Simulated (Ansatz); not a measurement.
Take BAs (space group P6_422, No. 181; a = 3.429 Å, c = 7.403 Å; a hypothetical phase, not in the database extracts checked) as the base.

Method: PBEsol in Ansatz (plane waves to 420 eV, PAW, no SOC).

Base values:

The valence-band top at Γ is 0.00, -0.95, -1.26 eV, the lattice parameter a is 342.9 pm and the gap character is indirect, Γ → M. The electron mass is 0.19 mₑ along c, 0.32 mₑ across (at M) and the band gap is 0.31 eV.

It is then changed as follows: a hydrostatic pressure of 0.3 GPa.

**Question.** What does the calculation give for the valence-band top at Γ after the change?

**Answer.** The valence-band top at Γ (three highest levels, from the VBM) remains 0.00, -0.95, -1.26 eV.

**Question.** How does this affect the lattice parameter a?

**Answer.** The lattice parameter a falls by 0.2 pm to 342.7 pm.

**Question.** How does this affect the gap character?

**Answer.** The gap character remains indirect, Γ → M.

**Question.** What happens to the electron mass?

**Answer.** The electron mass stays 0.19 mₑ along c, 0.32 mₑ across (at M).

**Question.** Estimate the effect on the band gap.

**Answer.** The band gap stays essentially unchanged (0.31 eV against 0.30 eV).

Load acts through the strain it causes; cell and atoms are relaxed under it. Masses are band curvatures over ±0.01 Å⁻¹ around the edge. Whether these cells are dynamically stable was not tested. The base started in P3_121 and relaxed to P6_422 at this level.

Ansatz is a program for electronic structure.
